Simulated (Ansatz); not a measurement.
The reference is SnSe in the GeS type structure (space group Pnma, No. 62; layered, stacked along the Cartesian x axis).

```
CELL_PARAMETERS angstrom
     11.53579     0.00000     0.00000
      0.00000     4.12093     0.00000
      0.00000     0.00000     4.57816
ATOMIC_POSITIONS crystal
  Sn 0.11799 0.25000 0.11649
  Sn 0.38201 0.75000 0.61649
  Sn 0.88201 0.75000 0.88351
  Sn 0.61799 0.25000 0.38351
  Se 0.85352 0.25000 0.48533
  Se 0.64648 0.75000 0.98533
  Se 0.14648 0.75000 0.51467
  Se 0.35352 0.25000 0.01467
```

Method: r2SCAN+rVV10, PAW, 500 eV (Ansatz, a first-principles code; no SOC).

Free-standing slabs (4 atom(s) a layer) normal to the stacking axis with 15 Å of vacuum; in-plane cell relaxed.

One change was made to it. Results:

```csv
quantity,base,after
band gap,0.89 eV,1.16 eV
excess energy per area of both faces (slab less bulk energy over the cell's area: twice a surface energy),–,0.53 J/m²
smallest direct gap,1.18 eV,1.49 eV
in-plane lattice parameter a,4.121 Å,4.138 Å
```

Question: Name the change that was made.
A) 2 layers
B) 3 layers
C) 1 layer

Answer: A, 2 layers. For comparison, the band gap in the other runs: 1 layer gives 1.42 eV; 3 layers gives 1.07 eV.

The excess energy carries the mismatch between the slab's and the bulk's meshes. Stability against distortions was not tested.
